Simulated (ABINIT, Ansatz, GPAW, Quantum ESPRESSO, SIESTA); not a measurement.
One structure in several programs: CuZn (Pm-3m, 2 atoms in the cell)

Self-consistent single point.

```
CuZn
1.0
    2.95000     0.00000     0.00000
    0.00000     2.95000     0.00000
    0.00000     0.00000     2.95000
Zn Cu
1 1
Cartesian
  1.47500   1.47500   1.47500
  0.00000   0.00000   0.00000
```

All programs got the same cell, k-point mesh and kind of occupations (in Ansatz's words: kpoints.mp_grid.grid = 15 15 15; scf.occupations.method = gaussian; scf.occupations.width = 0.272 eV); potentials, basis and cutoffs are each program's usual ones.

```
code                                                                                                                                model  pressure (GPa)  k-points       cutoff
----------------  -----------------------------------------------------------------------------------------------------------------------  --------------  --------  -----------
SIESTA            GGA PBE, numerical atomic orbitals DZP, PseudoDojo PBE standard norm-conserving potentials (rewritten from UPF to PSML)           -0.44      1688  grid 300 Ry
ABINIT                                                                                                        PBE, PAW (JTH v2.0 PBE PAW)            1.28       120        30 Ha
Quantum ESPRESSO                                                                                PBE, PSlibrary PAW (PBE) pseudopotentials           -0.23       120        50 Ry
GPAW                                                                                         PBE, GPAW PAW datasets PBE (gpaw-data 1.0.1)            1.74       120       800 eV
Ansatz                                                                                                             PBE, default PAW files            1.60       120      default
```

The spread over the programs that give each value: pressure within 2.18 GPa.

The starting cell has typed, rounded lattice constants, without a prior relaxation at this level. On Ansatz's run: Spin polarisation is off.

**Question.** Why do the programs differ, and what cannot be compared?

**Answer.** Differences of this kind can come from the potentials, where these differ, and from what each basis and cutoff leave unconverged. The valence holds different numbers of electrons (SIESTA 39, ABINIT 31, Quantum ESPRESSO 23, GPAW 23, Ansatz (a program for electronic structure) 31). The zero of total energies and Fermi levels follows the potentials and each program's conventions, so they are not compared here. SIESTA uses small atom-centred bases, whose incompleteness enters pressures, forces and empty levels differently from a plane-wave cutoff. Ansatz's pressure is given at a fixed set of plane waves, as the other plane-wave codes print theirs; with its correction for the finite basis it is 1.74 GPa. The programs reduce the same mesh by symmetry to different extents, which changes the work and not the result. In the pressure, SIESTA (by 1.88) and Quantum ESPRESSO (by 1.67) lie more than 1 GPa from the median of the plane-wave programs.

Left out of this page: Elk and FLEUR (not drawn, or without a comparable value).

Keys are those of Ansatz 0.2.
